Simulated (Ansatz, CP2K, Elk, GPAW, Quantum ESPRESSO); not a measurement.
One structure in several programs: SnO (Pmn2_1, 4 atoms in the cell)

Self-consistent single point.

```
CELL_PARAMETERS angstrom
      3.42579     0.00000     0.00000
      0.00000     5.79382     0.00000
      0.00000     0.00000     4.31105
ATOMIC_POSITIONS crystal
  Sn 0.00000 0.23191 0.51314
  Sn 0.50000 0.76809 0.01314
  O  0.00000 0.89125 0.73686
  O  0.50000 0.10875 0.23686
```

Shared settings, as Ansatz (a quantum-chemistry and plane-wave program) writes them: kpoints.mp_grid.grid = 8 5 6; scf.occupations.method = fermi_dirac; scf.occupations.width = 0.05 eV. Potentials and cutoffs stand in the table.

```csv
code,model,pressure (GPa),largest force (eV/Å),gap on the mesh (eV),cutoff
Ansatz,"LDA (PW92), PAW files made with PBE",-9.30,1.506,1.545,420 eV
CP2K,"LDA (Pade form), GPW, DZVP-MOLOPT-SR-GTH basis, GTH-PADE potentials (GTH_POTENTIALS)",-8.60,1.469,1.478,grid 450 Ry
Quantum ESPRESSO,"LDA (PZ), GBRV 1.5 ultrasoft (LDA) pseudopotentials",-8.88,1.441,1.538,40 Ry
Elk,"LDA (PW92), all-electron FP-LAPW, Elk's shipped species files, default APW+lo basis",–,–,1.528,rgkmax 7
GPAW,"LDA (Perdew-Wang 92), GPAW PAW datasets LDA (gpaw-data 1.0.1)",–,1.563,1.532,950 eV
```

Size of the force on each atom (eV/Å): Sizes of forces hide their directions.

```
code                Sn1    Sn2     O3     O4
----------------  -----  -----  -----  -----
Ansatz            1.506  1.506  0.500  0.500
CP2K              1.469  1.469  0.467  0.475
Quantum ESPRESSO  1.441  1.441  0.478  0.478
GPAW              1.563  1.563  0.529  0.529
```

A dash marks a value that a program does not give, or that is left out as unsure.

Gaps are read on the mesh.

The spread over the programs that give each value: pressure within 0.70 GPa; largest force within 0.122 eV/Å; gap on the mesh within 0.067 eV.

CP2K uses small atom-centred bases, whose incompleteness enters pressures, forces and empty levels differently from a plane-wave cutoff. Elk treats all electrons, but the usual bases taken here (sphere radii, linearisation, local orbitals, empty states) were not tested for convergence, so the values are no reference for the others. Ansatz's pressure is given at a fixed set of plane waves, as the other plane-wave codes print theirs; with its correction for the finite basis it is -9.05 GPa (the shift of 0.25 GPa shows how far the cutoff is from converged). The pressure of GPAW is left out: its cutoff lies under the one at which its stress was checked. The same LDA comes in different parametrisations, which differ slightly.

The starting cell comes from a database of computed structures (which also holds hypothetical and non-ambient phases and stackings), without a prior relaxation at this level. Its lattice was rescaled by a random factor within 2.5 % of one.

Keys are those of Ansatz 0.2.
